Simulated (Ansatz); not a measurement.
Structures of equal composition on the (0001) surface of 4H silicon carbide (Si plane on top): (√3x√3)R30° C adatom at H3; (√3x√3)R30° C adatom at T4. The slabs share one bottom face, and each structure is named by its start. These are constructed structures in small cells; real faces may alloy, dewet or reconstruct in larger ones, and not all known structures of the face are among them. Slabs of about 10 Å, Fermi-Dirac smearing of 0.025 eV. Bottom of the slabs: H caps. Relaxed from the named starts with such symmetry as they have, on meshes of like density; energies extrapolated to zero smearing; spin only where a row says so; no spin-orbit coupling, no U. Brackets mark spin-polarised runs, whose order is one that fits the cell. Where a second, spin-polarised start was run, the lower counts.

Computed with r2SCAN, at the PBE geometry (plane waves to 500 eV, PAW; Ansatz, a first-principles code).

Q: Order them by energy per 1x1 cell (lowest first) at the level r2SCAN, at the PBE geometry.

A: (√3x√3)R30° C adatom at H3 (0.000 eV [spin, 1.0 μB a cell], gap 1.47 eV on the mesh), (√3x√3)R30° C adatom at T4 (0.076 eV [spin, 0.9 μB a cell], no gap on the mesh)
